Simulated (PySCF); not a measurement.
PySCF 2.14.0, unrestricted PBE/def2-svp, df: Ni(Cl)(OMe) (C[O][Ni][Cl]), charge 0, multiplicity 3, 7 atoms. The geometry is a generated start, not checked to be a minimum at this level.

| Item | Value |
|---|---|
| task | energy |
| method | pbe |
| basis | def2-svp |
| two-electron scheme | density fitting |
| mol.max_memory | 16000 MB |
| mf.max_cycle | 100 |
| mf.DIIS | CDIIS (default) |
| mf.conv_tol | 1e-09 (default) |
| mf.grids.level | 3 (default) |
| basis functions | 92 |
| grid points | 97144 |

It runs on a single node (Arm Neoverse V2, 96 cores on 1 socket, no SMT, 1 L3 cache group).

Each time is the median wall time of two to five repeats, run one at a time on the otherwise empty machine; start-up is included. Processes are pinned to neighbouring cores unless said otherwise. The times hold for this build (PyPI wheel: OpenMP (GNU), a bundled serial OpenBLAS 0.3.3 under its C layer, NumPy's threaded OpenBLAS held to generic ARMv8 kernels, libcint, Libxc). Scratch files lie in a memory file system. The time of a restarted run leaves out the earlier run that it starts from.

First run (16 threads, 1 BLAS thread, start = initial guess (default), mf.diis_space = 8 (default), mf.init_guess = minao (default)):

```
    CPU time for setting up grids      0.13 sec, wall time      0.09 sec
    CPU time for vxc      1.18 sec, wall time      0.09 sec
    CPU time for df-vj      0.12 sec, wall time      0.03 sec
init E= -2082.08408850234
    CPU time for initialize scf      1.49 sec, wall time      0.25 sec
    CPU time for vxc      1.22 sec, wall time      0.09 sec
    CPU time for df-vj      0.09 sec, wall time      0.02 sec
cycle= 1 E= -2051.86879810584  delta_E= 30.2  |g|= 4.46  |ddm|= 18.2
    CPU time for cycle= 1      1.32 sec, wall time      0.12 sec
    CPU time for vxc      1.22 sec, wall time      0.09 sec
    CPU time for df-vj      0.09 sec, wall time      0.02 sec
cycle= 2 E= -2014.41139630264  delta_E= 37.5  |g|= 5.47  |ddm|= 21.2
    CPU time for cycle= 2      1.32 sec, wall time      0.12 sec
    CPU time for vxc      1.22 sec, wall time      0.09 sec
    CPU time for df-vj      0.09 sec, wall time      0.02 sec
cycle= 3 E= -2075.7998353745  delta_E= -61.4  |g|= 3.75  |ddm|= 10.5
    CPU time for cycle= 3      1.33 sec, wall time      0.12 sec
    CPU time for vxc      1.22 sec, wall time      0.09 sec
    CPU time for df-vj      0.09 sec, wall time      0.02 sec
cycle= 4 E= -2081.04013501346  delta_E= -5.24  |g|= 2.04  |ddm|= 3.26
...
    CPU time for df-vj      0.09 sec, wall time      0.02 sec
cycle= 27 E= -2082.69682299485  delta_E= -5.1e-07  |g|= 7.89e-05  |ddm|= 0.01
    CPU time for cycle= 27      1.33 sec, wall time      0.12 sec
    CPU time for vxc      1.23 sec, wall time      0.09 sec
    CPU time for df-vj      0.09 sec, wall time      0.02 sec
cycle= 28 E= -2082.69682307515  delta_E= -8.03e-08  |g|= 6.06e-05  |ddm|= 0.00425
    CPU time for cycle= 28      1.34 sec, wall time      0.12 sec
    CPU time for vxc      1.23 sec, wall time      0.09 sec
    CPU time for df-vj      0.09 sec, wall time      0.02 sec
cycle= 29 E= -2082.69682308519  delta_E= -1e-08  |g|= 1.5e-05  |ddm|= 0.00156
    CPU time for cycle= 29      1.34 sec, wall time      0.12 sec
    CPU time for vxc      1.24 sec, wall time      0.09 sec
    CPU time for df-vj      0.09 sec, wall time      0.02 sec
cycle= 30 E= -2082.69682308555  delta_E= -3.66e-10  |g|= 6.68e-06  |ddm|= 0.000268
    CPU time for cycle= 30      1.34 sec, wall time      0.12 sec
    CPU time for vxc      1.22 sec, wall time      0.09 sec
    CPU time for df-vj      0.09 sec, wall time      0.02 sec
    CPU time for scf_cycle     42.62 sec, wall time      3.93 sec
    CPU time for SCF     42.62 sec, wall time      3.93 sec
converged SCF energy = -2082.69682308528  <S^2> = 2.0037863  2S+1 = 3.0025232
SCF converged: True
wall of the SCF part: 3.935 s
```

Second run:

```
    CPU time for setting up grids      0.14 sec, wall time      0.09 sec
    CPU time for vxc      1.25 sec, wall time      0.10 sec
    CPU time for df-vj      0.12 sec, wall time      0.03 sec
init E= -2082.69659630264
    CPU time for initialize scf      1.52 sec, wall time      0.22 sec
    CPU time for vxc      1.24 sec, wall time      0.10 sec
    CPU time for df-vj      0.09 sec, wall time      0.02 sec
cycle= 1 E= -2082.69680960552  delta_E= -0.000213  |g|= 0.00468  |ddm|= 0.0488
    CPU time for cycle= 1      1.34 sec, wall time      0.12 sec
    CPU time for vxc      1.24 sec, wall time      0.10 sec
    CPU time for df-vj      0.09 sec, wall time      0.02 sec
cycle= 2 E= -2082.69678614064  delta_E= 2.35e-05  |g|= 0.0097  |ddm|= 0.0159
    CPU time for cycle= 2      1.35 sec, wall time      0.12 sec
    CPU time for vxc      1.24 sec, wall time      0.10 sec
    CPU time for df-vj      0.09 sec, wall time      0.02 sec
cycle= 3 E= -2082.69676700611  delta_E= 1.91e-05  |g|= 0.0127  |ddm|= 0.0141
    CPU time for cycle= 3      1.34 sec, wall time      0.12 sec
    CPU time for vxc      1.24 sec, wall time      0.10 sec
    CPU time for df-vj      0.09 sec, wall time      0.02 sec
cycle= 4 E= -2082.69682252754  delta_E= -5.55e-05  |g|= 0.000896  |ddm|= 0.00825
...
    CPU time for df-vj      0.09 sec, wall time      0.02 sec
cycle= 6 E= -2082.69682303522  delta_E= -3.48e-07  |g|= 0.000208  |ddm|= 0.00115
    CPU time for cycle= 6      1.35 sec, wall time      0.12 sec
    CPU time for vxc      1.24 sec, wall time      0.10 sec
    CPU time for df-vj      0.09 sec, wall time      0.02 sec
cycle= 7 E= -2082.69682307407  delta_E= -3.89e-08  |g|= 0.000113  |ddm|= 0.00089
    CPU time for cycle= 7      1.34 sec, wall time      0.12 sec
    CPU time for vxc      1.24 sec, wall time      0.10 sec
    CPU time for df-vj      0.09 sec, wall time      0.02 sec
cycle= 8 E= -2082.69682308464  delta_E= -1.06e-08  |g|= 2.98e-05  |ddm|= 0.000384
    CPU time for cycle= 8      1.35 sec, wall time      0.12 sec
    CPU time for vxc      1.24 sec, wall time      0.10 sec
    CPU time for df-vj      0.09 sec, wall time      0.02 sec
cycle= 9 E= -2082.69682308532  delta_E= -6.87e-10  |g|= 1.21e-05  |ddm|= 0.000114
    CPU time for cycle= 9      1.34 sec, wall time      0.12 sec
    CPU time for vxc      1.25 sec, wall time      0.10 sec
    CPU time for df-vj      0.09 sec, wall time      0.02 sec
    CPU time for scf_cycle     14.97 sec, wall time      1.43 sec
    CPU time for SCF     14.97 sec, wall time      1.43 sec
converged SCF energy = -2082.69682308515  <S^2> = 2.0037864  2S+1 = 3.0025232
SCF converged: True
wall of the SCF part: 1.440 s
```

Task: Which of these changes turns the first timing block into the second?
A) start = projected from STO-3G
B) mf.diis_space = 4
C) start = chkfile of a nearby geometry
D) mf.init_guess = 1e

Result: C, start = chkfile of a nearby geometry. The largest move is in exchange-correlation on the grid (vxc): 2.9 s to 1.1 s. The count of Fock builds goes from 32 to 11. The other changes gave 3.7 s (start = projected from STO-3G), 5.8 s (mf.diis_space = 4), 4.2 s (mf.init_guess = 1e), against 1.8 s here and 4.3 s at first.
